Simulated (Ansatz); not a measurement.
Structures of equal composition on the (0001) surface of 4H silicon carbide (Si plane on top): (√3x√3)R30° In adatom at H3; (√3x√3)R30° In adatom at T4. The slabs share one bottom face, and each structure is named by its start. These are constructed structures in small cells; real faces may alloy, dewet or reconstruct in larger ones, and not all known structures of the face are among them. Slabs of about 10 Å with all that they carry, Fermi-Dirac smearing of 0.025 eV. Bottom of the slabs: H caps. Relaxed from the named starts with such symmetry as they have, on meshes of like density; energies extrapolated to zero smearing; no spin-orbit coupling, no U. Spin-polarised runs, if any, are marked in brackets, and their order is one that fits the cell; the others ran without spin. Where a second, spin-polarised start was run, the lower counts.

Host crystal: 4H silicon carbide, with a band gap (PBE, scalar-relativistic without spin-orbit coupling).

Level of theory: r2SCAN, at the PBE geometry (plane waves to 500 eV, PAW; Ansatz, a first-principles code).

**Question.** Order them by energy per 1x1 cell (lowest first) at the level r2SCAN, at the PBE geometry.

**Answer.** (√3x√3)R30° In adatom at T4 (0.000 eV, gap 1.25 eV on the mesh), (√3x√3)R30° In adatom at H3 (0.126 eV, gap 0.94 eV on the mesh)
